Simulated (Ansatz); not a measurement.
Mo: response to strain

Start from Mo in the bcc (W type) structure (space group Im-3m, No. 229; a = 3.130 Å; relaxed with 0.1 eV smearing). Axes: x, y, z lie along the cube axes.

Strains are applied to the cell and any free atomic positions relax; under biaxial strain the out-of-plane vector relaxes too.

All numbers come from DFT with PBEsol, PAW potentials and a 420 eV plane-wave cutoff in Ansatz (a quantum-chemistry and plane-wave program), scalar-relativistic without spin-orbit coupling.

| biaxial strain, plane normal [001], relaxed out of plane (%) | out-of-plane strain (%) |
|---|---|
| -3 | 2.37 |
| -2.5 | ? |
| -2 | 1.51 |
| -1.5 | 1.11 |
| -1 | 0.73 |
| -0.5 | 0.36 |
| 0 | 0.00 |

Question: Fit ε⊥ = −νε + γε² (strains in %) to the rows shown and predict the withheld row.

Answer: Least squares on the printed values gives ν = 0.69 (the biaxial Poisson response) and γ = 0.032 (largest residual 0.01 %); this predicts 1.93 %, and the run gives 1.93 %, in agreement.

Stability against distortions was not tested. The final runs are not spin-polarised.
